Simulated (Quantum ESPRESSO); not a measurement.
## Quick settings and what they miss: a (110) slab of Mg2Zn (cut from a parent of space group no. 63; 12 atoms in the cell)

Self-consistent single point.

```
CELL_PARAMETERS angstrom
      5.07075     0.00000     0.00000
      0.00000     8.10479     0.00000
      0.00000     0.00000    17.42890
ATOMIC_POSITIONS crystal
  Mg 0.75000 0.01169 0.40436
  Mg 0.25000 0.54341 0.36181
  Mg 0.75000 0.62295 0.45990
  Mg 0.25000 0.85526 0.48101
  Mg 0.75000 0.93481 0.57910
  Mg 0.25000 0.46653 0.53655
  Mg 0.75000 0.54607 0.63464
  Mg 0.25000 0.77838 0.65574
  Zn 0.75000 0.35021 0.34426
  Zn 0.25000 0.20488 0.42191
  Zn 0.75000 0.27333 0.51899
  Zn 0.25000 0.12800 0.59665
```

Method of the run: PBEsol, SSSP 1.1.2 efficiency (PBE) pseudopotentials (plane waves; Quantum ESPRESSO).

Base settings: ecutwfc = 50 Ry; ecutrho = 400 Ry; occupations = smearing; smearing = cold; degauss = 0.019992 Ry; input_dft = pbesol; mixing_mode = local-TF; potentials = {Mg: Mg.pbe-n-kjpaw_psl.0.3.0.UPF, Zn: Zn_pbe_v1.uspp.F.UPF}; K_POINTS = automatic 4 3 1 0 0 0; conv_thr = 1e-10 Ry; mixing_beta = 0.5.

Tight run (finer mesh or higher cutoff; not a proven limit): ecutwfc: 50 Ry → 70 Ry; ecutrho: 400 Ry → 560 Ry; conv_thr: 1e-10 Ry → 7.3e-11 Ry; K_POINTS: automatic 4 3 1 0 0 0 → automatic 7 5 1 0 0 0. It gave Fermi level (on the code's own zero) -0.34 eV; pressure averaged over the cell with its vacuum -1.54 GPa; largest force (vector length) 0.676 eV/Å.

Quick runs, as changes from the base:
- A: the base itself
- B: ecutwfc: 50 Ry → 35 Ry; ecutrho: 400 Ry → 280 Ry; K_POINTS: automatic 4 3 1 0 0 0 → automatic 4 4 1 0 0 0
- C: ecutwfc: 50 Ry → 30 Ry; ecutrho: 400 Ry → 240 Ry; K_POINTS: automatic 4 3 1 0 0 0 → automatic 1 1 1 0 0 0
- D: ecutwfc: 50 Ry → 40 Ry; ecutrho: 400 Ry → 200 Ry; input_dft: pbesol → default; pseudopotentials: {Mg: Mg.pbe-n-kjpaw_psl.0.3.0.UPF, Zn: Zn_pbe_v1.uspp.F.UPF} → {Mg: mg_lda_v1.4.uspp.F.UPF, Zn: zn_lda_v1.uspp.F.UPF}; K_POINTS: automatic 4 3 1 0 0 0 → automatic 2 2 1 0 0 0 [LDA (PZ)]

Energies are extrapolated to zero smearing width, which holds to low order in the width alone (under cold and Methfessel-Paxton smearing the free energy itself is taken).

Dashes: energy of D, another energy zero.

† marks runs with another functional, U, potentials or spin treatment: their distance from the tight run is not a convergence error alone.

The count of work is k-points × plane waves × bands × iterations; it is no time. Core times come from one kind of shared machine and are given to one figure; runs under 30 s give none.

The starting cell comes from a database of computed structures (which also holds hypothetical and non-ambient phases and stackings), without a prior relaxation at this level. The slab is cut from that crystal, and its faces are unrelaxed. Its lattice was rescaled in the plane by a random factor within 2.5 % of one. The two faces of this cut differ, and no dipole correction was used.

```tsv
run	energy less tight (meV/atom)	largest miss in a force vector (eV/Å)	count of work / tight	core time / tight (rough)
A	8.0	0.089	0.32	0.4
B	24.8	0.070	0.27	0.3
C	686.1	1.107	0.022	0.08
D†	–	0.490	0.27	0.3
```

Among the runs at the tight run's level, the energy misses run from 8.0 to 686.1 meV/atom.

Left out of this page: 2 runs of the series outside the window shown, repeating another row's setting, or not comparable.
